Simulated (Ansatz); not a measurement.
## Ba2O (model structure, started from the Ca2N type, R-3m, No. 166, 3 atoms in the cell)

The numbers are results of PBE (Ansatz, a program for electronic structure, plane waves, PAW), not measurements.

Run with plane-wave cutoff 520 eV, 16×16×16 k mesh, Fermi–Dirac smearing 0.05 eV, scalar-relativistic PAW data made under PBE.

Cell (relaxed at this level):

```cif
data_Ba2O
_chemical_formula_sum 'Ba2 O1'
_space_group_name_H-M_alt 'P 1'
_space_group_IT_number 1
_cell_length_a 7.59058
_cell_length_b 7.59058
_cell_length_c 7.59058
_cell_angle_alpha 30.610
_cell_angle_beta 30.610
_cell_angle_gamma 30.610
loop_
_space_group_symop_operation_xyz
  'x, y, z'
loop_
_atom_site_label
_atom_site_type_symbol
_atom_site_fract_x
_atom_site_fract_y
_atom_site_fract_z
_atom_site_occupancy
Ba1 Ba 0.73648 0.73648 0.73648 1
Ba2 Ba 0.26352 0.26352 0.26352 1
O1 O 0.00000 0.00000 0.00000 1
```

* **band gap**: none

Note: the relaxation could raise the start's symmetry but not lower it, so the cell can be a saddle point; the cell has widely spaced layers and the level no dispersion term, so their spacing and the moduli can rest on weak binding.

Spin–orbit coupling is not included; it can open a gap where bands touch, and shift volumes and moduli.

The computed numbers hold no vibrational or temperature effects.

Cost on a shared machine: roughly 5 core-minutes.

A model structure was made by putting elements into a prototype or built by hand; it is no filed structure, need not be a known phase, and can be a saddle point held by its symmetry.
